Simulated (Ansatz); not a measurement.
The starting structures come from a database of crystals and need not be the phases stable at ambient conditions.

 Where the default PAW files enter, the runs use the earlier of Ansatz's two default sets.

Input:

```yaml
crystal:
  lattice:
    - [4.21601, 0.00000, 0.00000]
    - [0.00000, 6.95196, 0.00000]
    - [0.00000, 0.00000, 6.95196]
  atoms:
    - { symbol: Ba, position: [0.00000, 0.50000, 0.50000] }
    - { symbol: Ba, position: [0.00000, 0.00000, 0.00000] }
    - { symbol: S, position: [0.52481, 0.82212, 0.67788] }
    - { symbol: S, position: [0.47519, 0.32212, 0.82212] }
    - { symbol: S, position: [0.52481, 0.17788, 0.32212] }
    - { symbol: S, position: [0.47519, 0.67788, 0.17788] }
    - { symbol: S, position: [0.78849, 0.00000, 0.50000] }
    - { symbol: S, position: [0.21151, 0.50000, 0.00000] }
```

Space group of this cell: P-42_1m. The cell is taken as given.

Transport runs along the normal of the first two printed cell vectors, the (100) plane of the conventional cell.

The gap is the functional's own. No spin-orbit coupling. Mid-gap values are interpolated on the energy grid.

Task: Compute, with r2SCAN run with Ansatz (an electronic-structure program), the band gap and the smallest decay constant κ at mid-gap.

Result: Gap 1.77 eV on a 8×6×6 mesh; κ = 0.220 1/Å, at the zone centre.
